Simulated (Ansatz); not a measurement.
System: GaAs (model structure, started from the BN type, Pm-3n, No. 223, 12 atoms in the cell). Method: LDA in Ansatz (PAW).

Settings: plane-wave cutoff 520 eV, 6×6×6 k mesh, Fermi–Dirac smearing 0.01 eV, scalar-relativistic PAW data made under PBE.

Cell (relaxed at this level):

```xyz
12
Lattice="6.9135 0.0000 0.0000 0.0000 6.9135 0.0000 0.0000 0.0000 6.9135" Properties=species:S:1:pos:R:3 pbc="T T T"
Ga     1.7284     0.0000     3.4567
Ga     3.4567     1.7284     0.0000
Ga     3.4567     5.1851     0.0000
Ga     5.1851     0.0000     3.4567
Ga     0.0000     3.4567     5.1851
Ga     0.0000     3.4567     1.7284
As     1.7284     3.4567     0.0000
As     0.0000     1.7284     3.4567
As     0.0000     5.1851     3.4567
As     5.1851     3.4567     0.0000
As     3.4567     0.0000     5.1851
As     3.4567     0.0000     1.7284
```

Give the computed band gap.


band gap: 0.33 eV (on the SCF k mesh)

Note: the relaxation could raise the start's symmetry but not lower it, so the cell can be a saddle point.

Spin–orbit coupling is not included.

Computed values are for the static lattice.

A model structure was made by putting elements into a prototype or built by hand; it is no filed structure, need not be a known phase, and can be a saddle point held by its symmetry.

Ansatz is a quantum-chemistry and plane-wave program.
